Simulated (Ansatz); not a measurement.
Input:

```yaml
crystal:
  lattice:
    - [2.39751, 1.38420, 4.36063]
    - [-2.39751, 1.38420, 4.36063]
    - [0.00000, -2.76841, 4.36063]
  atoms:
    - { symbol: Al, position: [0.64786, 0.64786, 0.64786] }
    - { symbol: Al, position: [0.14786, 0.14786, 0.14786] }
    - { symbol: Al, position: [0.35214, 0.35214, 0.35214] }
    - { symbol: Al, position: [0.85214, 0.85214, 0.85214] }
    - { symbol: O, position: [0.75000, 0.44374, 0.05626] }
    - { symbol: O, position: [0.05626, 0.75000, 0.44374] }
    - { symbol: O, position: [0.25000, 0.55626, 0.94374] }
    - { symbol: O, position: [0.55626, 0.94374, 0.25000] }
    - { symbol: O, position: [0.94374, 0.25000, 0.55626] }
    - { symbol: O, position: [0.44374, 0.05626, 0.75000] }
```

No spin polarisation.

All numbers come from PBE (Ansatz, a quantum-chemistry and plane-wave program; PAW; 420 eV plane waves; no spin-orbit coupling). Γ-centred 8×8×8 mesh, Fermi–Dirac width 0.05 eV.

**Question.** Predict the electron mass, gap character and band gap.

**Answer.** 
* **Electron mass**: 0.39 mₑ along c, 0.37 mₑ across (at Γ)
* **Gap character**: direct at Γ
* **Band gap**: 5.96 eV

Load acts through the strain it causes; cell and atoms are relaxed under it. Effective masses come from finite differences of ±0.01 Å⁻¹. Stability against distortions was not tested. The cell was made from Al2O3 in the corundum structure (space group R-3c, No. 167) by this change: pressure 2.1 GPa.
